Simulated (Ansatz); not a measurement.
The starting structures come from a database of crystals and need not be the phases stable at ambient conditions.

By PBEsol, the system below comes out a metal.

A figure of merit of an interconnect metal is its ballistic conductance per area.

Here is the system:

```xyz
8
Lattice="5.0404 0.0000 0.0000 0.0000 7.1282 0.0000 0.0000 3.5641 3.5641" Properties=species:S:1:pos:R:3 pbc="T T T"
W      0.0000     0.0000     0.0000
W      2.5202     3.5641     0.0000
W      3.7803     1.7820     1.7820
W      1.2601     1.7820     1.7820
W      2.5202     6.2372     0.8910
W      2.5202     4.4551     2.6731
W      0.0000     4.4551     0.8910
W      0.0000     6.2372     2.6731
```

The cell was relaxed by PBE-D3(BJ); by PBEsol it stands under a pressure of -1.4 GPa.

The current flows along the normal of the first two printed cell vectors, the (110) plane of the conventional cell. No spin-orbit coupling; the value is a mean over 0.1 eV about the Fermi level.

Task: Estimate the ballistic conductance per area that Ansatz (an electronic-structure program) with PBEsol returns for this system.

Result: 0.48 × 10¹⁵ S/m² for both spins.
